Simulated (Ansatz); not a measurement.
Worked example: zone-centre phonon calculation of MgSc (Pm-3m, 2 atoms in the cell) in Ansatz (an electronic-structure program).

Computed with LDA (PW92), default PAW files made with PBE (plane waves; Ansatz).

```xyz
2
Lattice="3.6144 0.0000 0.0000 0.0000 3.6144 0.0000 0.0000 0.0000 3.6144" Properties=species:S:1:pos:R:3 pbc="T T T"
Mg     0.0000     0.0000     0.0000
Sc     1.8072     1.8072     1.8072
```

Reference input (self-consistent single point, DFT, LDA (PW92), plane waves, default PAW files made with PBE): basis.ecutwfc = 420 eV; kpoints.mp_grid.grid = 9 9 9; hamiltonian.xc = lda; hamiltonian.pseudopotentials = {kind: paw} (the program's default PAW files); scf.occupations.method = gaussian; scf.occupations.width = 0.1 eV. This run's input differs from it in these lines:

Ansatz 0.2 input:
```diff
@@ -12,3 +12,3 @@
 kpoints:
-  mp_grid: { grid: [9, 9, 9] }
+  mp_grid: { grid: [12, 12, 12] }
 hamiltonian:
@@ -18,6 +18,5 @@
   occupations: { method: gaussian, width: 0.1 }
-output:
-  forces: true
-  eigenvalues: true
-  stress: true
+phonons:
+  method: dfpt
+  qmesh: [3, 3, 3]
```

Log, with long lists cut:

```
SCF iter   1: F=—  HF=-3990.633793 eV  |F-HF|=—  |Δ(HF+E_count)|=         —  Δρ=5.46e-3  dr2=5.42e-3  ethr=1.77e-3  ⟨swp⟩=4.9  Hψ=5578  notcnv=0
all-band conjugate gradients solve this SCF's bands
preconditioner: auto → none
SCF iter   2: F=—  HF=-3990.629059 eV  |F-HF|=—  |Δ(HF+E_count)|=   4.73e-3  Δρ=2.45e-3  dr2=1.34e-3  ethr=2.58e-5  ⟨swp⟩=2.0  Hψ=2809  notcnv=0
SCF iter   3: F=—  HF=-3990.628874 eV  |F-HF|=—  |Δ(HF+E_count)|=   1.85e-4  Δρ=5.04e-4  dr2=7.92e-5  ethr=6.38e-6  ⟨swp⟩=2.0  Hψ=1675  notcnv=0
SCF iter   4: F=—  HF=-3990.628888 eV  |F-HF|=—  |Δ(HF+E_count)|=   1.38e-5  Δρ=2.97e-5  dr2=6.80e-7  ethr=3.77e-7  ⟨swp⟩=1.8  Hψ=1396  notcnv=0
SCF iter   5: F=—  HF=-3990.628885 eV  |F-HF|=—  |Δ(HF+E_count)|=   2.57e-6  Δρ=7.07e-6  dr2=1.53e-8  ethr=3.24e-9  ⟨swp⟩=2.0  Hψ=1746  notcnv=0
SCF iter   6: F=—  HF=-3990.628885 eV  |F-HF|=—  |Δ(HF+E_count)|=   6.00e-9  Δρ=7.14e-7  dr2=2.70e-10  ethr=7.26e-11  ⟨swp⟩=2.5  Hψ=2054  notcnv=0
SCF iter   7: F=-3990.628885 eV  HF=-3990.628885 eV  |F-HF|=4.55e-13  |Δ(HF+E_count)|=  1.10e-10  Δρ=9.00e-8  dr2=1.06e-12  ethr=1.00e-12  ⟨swp⟩=6.1  Hψ=5176  notcnv=0
SCF 1 converged in 7 iterations: F = -3990.628885 eV  dr2 = 1.06e-12
DFPT response loops at q = (0, 0, 0) (fractional): preconditioner auto → Kerker (q_TF=auto, 2.384 Å⁻¹) (partly filled bands, converged f_vac=0.000) …
DFPT response loops at q = (0, 0, 0.3333333333333333) (fractional): mixed as the last ones told, above
DFPT response loops at q = (0, 0.3333333333333333, 0.3333333333333333) (fractional): mixed as the last ones told, above
DFPT response loops at q = (0.3333333333333333, 0.3333333333333333, 0.3333333333333333) (fractional): mixed as the last ones told, above
Free energy (F): -3990.628885 eV
Internal energy: -3990.614529 eV  (E = F + TS)
E sigma→0 (E₀):  -3990.621707 eV
Entropy (-TS):   -0.014356 eV (-7.178 meV/atom)
   [... lines left out ...]
Fermi energy:    7.186215 eV
   [... lines left out ...]
  largest difference from the sums on the solved wave vectors: F 2.40e-2 eV, S 3.35e-5 and C_V 9.53e-6 eV/K
  zero-point energy: 0.060197 eV/cell   skipped modes (ω ≤ 0): 3   left out of the sums: 8.57e-5 of the cell's modes …
```

The run converged in 7 iterations. 

Summary of the result:
```
Property                                                                  Result
--------------------------------------------------------  ----------------------
Free energy E − TS (on the zero of these files)                    -3990.6289 eV
Fermi level (on the code's own zero)                                     7.19 eV
Zone-centre frequencies (cm⁻¹; negative means imaginary)  0, 0, 0, 241, 241, 241
```

The starting cell comes from a database of computed structures (which also holds hypothetical and non-ambient phases and stackings), without a prior relaxation at this level. Its lattice was rescaled by up to half a per cent.

Cost on one core of a shared machine: roughly 6 min.
